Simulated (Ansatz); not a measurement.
System: MoPt₂ (Immm, No. 71). Method: BLYP in Ansatz (PAW).

Numerical settings: plane-wave cutoff 520 eV, 24×24×24 k mesh, Fermi–Dirac smearing 0.05 eV, no spin polarisation, scalar-relativistic PAW data made under PBE.

Energies at three volumes about the minimum:

```tsv
V (Å³/atom)	E − E_lowest (meV/atom)
15.881	4.81
16.206	0.00
16.530	4.43
```

**Question.** Fit a parabola by hand: where is the minimum, and what is the bulk modulus?

**Answer.** Slopes: (0.00 − 4.81)/(16.206 − 15.881) = -14.800 and (4.43 − 0.00)/(16.530 − 16.206) = 13.673 meV/Å³. Curvature E″ = 2 × (13.673 − (-14.800))/(16.530 − 15.881) = 87.744 meV/Å⁶. From the middle of the first interval, the slope vanishes at V0 = 16.0435 − (-14.800)/87.744 = 16.212 Å³/atom. B = V0 E″ = 16.212 × 87.744 meV/Å³ × 0.1602 GPa per meV/Å³ = 228 GPa. The full Birch–Murnaghan fit to all volumes gives V0 = 16.206 Å³/atom and B0 = 228 GPa.

Shape and atoms are relaxed at each volume.

Note: the relaxation could not lower the start's symmetry, so the cell can be a saddle point above a distorted one.

Ansatz is a first-principles code.
